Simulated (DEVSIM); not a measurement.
Structure: Al/TiO2/n-In0.53Ga0.47As capacitor, at 300 K.

```csv
layer (left to right),material,thickness (nm),Nd (cm⁻³)
1,TiO2,2.40,-
2,In0.53Ga0.47As,1900,8.8e16
```

Metal gate on the left, work function 4.1 eV. Fixed charge at the semiconductor interface -8e11 cm⁻² (in units of +e); no interface traps.

The device is made up for the run: typed textbook-type constants, with dimensions and the other settings drawn at random. Values at 300 K.

| parameter | TiO2 | In0.53Ga0.47As |
|---|---|---|
| gap (eV) | 3.2 | 0.74 |
| affinity (eV) | 3.9 | 4.51 |
| permittivity | 60 | 13.9 |
| Nc (cm⁻³) | - | 2.1e17 |
| Nv (cm⁻³) | - | 7.7e18 |

Model (solved in DEVSIM): 1D Poisson equation in equilibrium, Boltzmann statistics, complete ionisation; no quantum confinement or tunnelling. Metal contacts follow the ideal Schottky-Mott rule: no Fermi-level pinning, no interface dipoles.

The substrate doping was swept, all else fixed.

```json
[
 {"substrate doping (cm^-3)": "4.4e15", "minimum of the low-frequency capacitance (μF/cm²)": "0.0375", "threshold voltage (band bending 2φF) (V)": "-0.95"},
 {"substrate doping (cm^-3)": "8.8e15", "minimum of the low-frequency capacitance (μF/cm²)": "0.0502", "threshold voltage (band bending 2φF) (V)": "-0.97"},
 {"substrate doping (cm^-3)": "1.8e16", "minimum of the low-frequency capacitance (μF/cm²)": "0.0681", "threshold voltage (band bending 2φF) (V)": "-0.99"},
 {"substrate doping (cm^-3)": "4.4e16", "minimum of the low-frequency capacitance (μF/cm²)": "(withheld)", "threshold voltage (band bending 2φF) (V)": "(withheld)"},
 {"substrate doping (cm^-3)": "8.8e16", "minimum of the low-frequency capacitance (μF/cm²)": "0.137", "threshold voltage (band bending 2φF) (V)": "-1.04"}
]
```

Problem. Fill in the missing entries.

Solution. 
- 4.4e16, minimum of the low-frequency capacitance (μF/cm²): 0.102
- 4.4e16, threshold voltage (band bending 2φF) (V): -1.02
